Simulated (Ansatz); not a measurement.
Take PbS in the rock salt structure (space group Fm-3m, No. 225; a = 5.9030 Å) as the base. Axes: x, y, z lie along the cube axes.

One thing is altered: biaxial strain +0.35 %, plane normal [110], relaxed out of plane (Cartesian); in-plane vectors clamped, the third vector and the atoms free.

Levels (all Ansatz, a quantum-chemistry and plane-wave program, PAW): PBEsol (420 eV, no spin-orbit coupling); r2SCAN (500 eV, no SOC).

The geometry is relaxed with PBEsol.

- PBEsol smallest direct gap = 0.21 eV
- PBEsol hole mass = 0.082 mₑ along k, 0.11 mₑ across (at S)
- PBEsol band gap = 0.18 eV

With r2SCAN at the same geometry, the smallest direct gap increases by 0.36 eV (0.21 eV → 0.57 eV); the hole mass changes from 0.082 mₑ along k, 0.11 mₑ across (at S) to 0.19 mₑ along k, 0.11 mₑ across (at S); the band gap increases by 0.36 eV, from 0.18 eV to 0.54 eV.

A biaxial case was relaxed in a doubled cell and then solved in the primitive one. Single points use the geometry relaxed with PBEsol. Spin-orbit coupling, missing from the scalar runs, can matter with Pb. Masses are band curvatures over ±0.01 Å⁻¹ around the edge. Along k means along the line from Γ to the band edge. Stability against distortions was not tested. The base started in Pnma and relaxed to Fm-3m at this level. The zero or small gap of PbS can change with the level of theory.
